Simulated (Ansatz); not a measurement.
This concerns the energy of configuration A over configuration B. The value is E(A) − E(B).

Cell A: a slab of Ru (hcp, P6₃/mmc) cut along (0001), 21 atoms, hexagonal cell of 5.44 Å (25.7 Å²), symmetry P3m1, 9.5 Å thick under 17 Å of vacuum, in-plane vectors held at the crystal's; planes from bottom to top: Ru4 × 5 | N, its two faces unlike (dipole correction applied); added, foreign or displaced atoms, above the top plane: N bound to 3 Ru at 1.93 Å; spin state with PBE: run without spin, k-point mesh 10×10×1.
```
CELL_PARAMETERS angstrom
      5.44387     0.00000     0.00000
      2.72194     4.71453     0.00000
      0.00000     0.00000    26.10547
ATOMIC_POSITIONS crystal
  Ru 0.00000 0.00000 0.31018
  Ru 0.49911 0.00178 0.31051
  Ru 0.00178 0.49911 0.31051
  Ru 0.49911 0.49911 0.31051
  Ru 0.83239 0.33523 0.38966
  Ru 0.33333 0.33333 0.38895
  Ru 0.83239 0.83239 0.38966
  Ru 0.33523 0.83239 0.38966
  Ru 0.00000 0.00000 0.47020
  Ru 0.50066 0.99867 0.47254
  Ru 0.99867 0.50066 0.47254
  Ru 0.50066 0.50066 0.47254
  Ru 0.83259 0.33481 0.55605
  Ru 0.33333 0.33333 0.55333
  Ru 0.83259 0.83259 0.55605
  Ru 0.33481 0.83259 0.55605
  Ru 0.00000 0.00000 0.63360
  Ru 0.50743 0.98513 0.63673
  Ru 0.98513 0.50743 0.63673
  Ru 0.50743 0.50743 0.63673
  N  0.33333 0.33333 0.67576
```

Cell B: a slab of Ru (hcp, P6₃/mmc) cut along (0001), 21 atoms, hexagonal cell of 5.44 Å (25.7 Å²), symmetry P3m1, 9.5 Å thick under 17 Å of vacuum, in-plane vectors held at the crystal's; planes from bottom to top: Ru4 × 5 | N, its two faces unlike (dipole correction applied); added, foreign or displaced atoms, above the top plane: N bound to 3 Ru at 1.93 Å; spin state with PBE: run without spin, k-point mesh 10×10×1.
```
CELL_PARAMETERS angstrom
      5.44387     0.00000     0.00000
      2.72194     4.71453     0.00000
      0.00000     0.00000    26.10547
ATOMIC_POSITIONS crystal
  Ru 0.99934 0.99934 0.31043
  Ru 0.50133 0.99934 0.31043
  Ru 0.99934 0.50133 0.31043
  Ru 0.50000 0.50000 0.31060
  Ru 0.83428 0.33286 0.38977
  Ru 0.33286 0.33286 0.38977
  Ru 0.83333 0.83333 0.38919
  Ru 0.33286 0.83428 0.38977
  Ru 0.00031 0.00031 0.47199
  Ru 0.49938 0.00031 0.47199
  Ru 0.00031 0.49938 0.47199
  Ru 0.50000 0.50000 0.47219
  Ru 0.83371 0.33314 0.55505
  Ru 0.33314 0.33314 0.55505
  Ru 0.83333 0.83333 0.55288
  Ru 0.33314 0.83371 0.55505
  Ru 0.99094 0.99094 0.63747
  Ru 0.51811 0.99094 0.63747
  Ru 0.99094 0.51811 0.63747
  Ru 0.50000 0.50000 0.63396
  N  0.16667 0.16667 0.67554
```

All numbers come from Ansatz (a program for electronic structure), plane waves with PAW, its default PAW set, cutoff 420 eV, 500 eV for r2SCAN. The structures are at rest with PBE, within the held lattices; other levels are single points on them. Neutral cells; Fermi-Dirac smearing of at most 0.10 eV in the solids, energies taken to zero width. The lattices are those relaxed with PBE, so at other levels the solids can be strained, which adds to the spread. Larger cells are relaxed from a start prepared with the learned potential CHGNet till forces fall under 0.03 eV/Å, which some starts already meet. A dispersion term (D3(BJ), or D4 for r2SCAN) was computed beside these levels and is taken off wherever the name lacks it. Nuclei at rest; no vibrational terms. No structure search was made; lower ones may exist. The d electrons get no Hubbard U. Values are for these cell sizes. Cell A has symmetry P3m1 and got no random move, so less symmetric positions, which may lie lower, weren't tried. Cell B has symmetry P3m1 and got no random move, so less symmetric positions, which may lie lower, weren't tried.

### Question
Give the value at the level r2SCAN.

### Answer
-0.79 eV for A less B, so A lies lower.

### Question
List the value at the remaining levels and say how far they part.

### Answer
```tsv
Level	value (eV)	less r2SCAN
PBE	-0.74	0.05
```

The levels span 0.05 eV, from r2SCAN (-0.79) to PBE (-0.74).
